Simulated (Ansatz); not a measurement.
The reference is PbS in the rock salt structure (space group Fm-3m, No. 225; a = 5.9027 Å).

Calculations: Ansatz (a quantum-chemistry and plane-wave program) PBEsol, without spin-orbit coupling.

For the base:

```
Property           Result
---------------  --------
Volume per atom  25.71 Å³
```

The change: cell and atoms relaxed at a pressure of 5 GPa.

How does this affect the volume per atom?

The volume per atom drops by 1.793 Å³ (25.71 Å³ → 23.91 Å³).

Load acts through the strain it causes; cell and atoms are relaxed under it. No phonon test of stability was made. Competing high-pressure phases were not computed. The base started in P3_121 and relaxed to Fm-3m at this level.
